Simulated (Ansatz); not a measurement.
The parent structure is WS₂ (space group P6_3/mmc, No. 194; a = 3.115 Å, c = 11.772 Å; layered, stacked along the Cartesian z axis).

All numbers come from PBEsol-D3(BJ), PAW, 420 eV (Ansatz, a program for electronic structure; no SOC).

Base values:

```
Quantity   Result
--------  -------
Band gap  0.65 eV
```

The change: an isotropic linear strain of −1.80 %; the atoms relax in the strained cell.

Problem. How does this affect the band gap and energy relative to the base?

Solution. The band gap falls by 0.17 eV (0.65 eV → 0.48 eV); the energy increases by 15 meV/atom.

Spin-orbit coupling, missing from the scalar runs, can matter with W. Stability against distortions was not tested.
